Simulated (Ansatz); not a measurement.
The parent structure is AlN in the zinc blende structure (space group F-43m, No. 216; a = 4.370 Å).

Level of theory: r2SCAN (Ansatz, a quantum-chemistry and plane-wave program; PAW; 500 eV plane waves; scalar-relativistic without spin-orbit coupling).

Strains are applied to the cell and any free atomic positions relax.

One change was made to it. Results:

```tsv
quantity	base	after
energy relative to the base (free energy F)	0 meV/atom	+60 meV/atom
band gap	3.94 eV	4.01 eV
smallest direct gap	4.84 eV	5.72 eV
pressure	0.1 kbar	228.9 kbar
```

Which of these changes matches the shifts?
A) isotropic strain −3.00 %
B) isotropic strain −1.00 %
C) isotropic strain −0.50 %
D) isotropic strain −2.00 %

A, isotropic strain −3.00 %. For comparison, the energy relative to the base in the other runs: isotropic strain −0.50 % gives +1.6 meV/atom; isotropic strain −2.00 % gives +26 meV/atom; isotropic strain −1.00 % gives +6.4 meV/atom.

Whether these cells are dynamically stable was not tested. This is not the structure that AlN has at room temperature and ambient pressure.
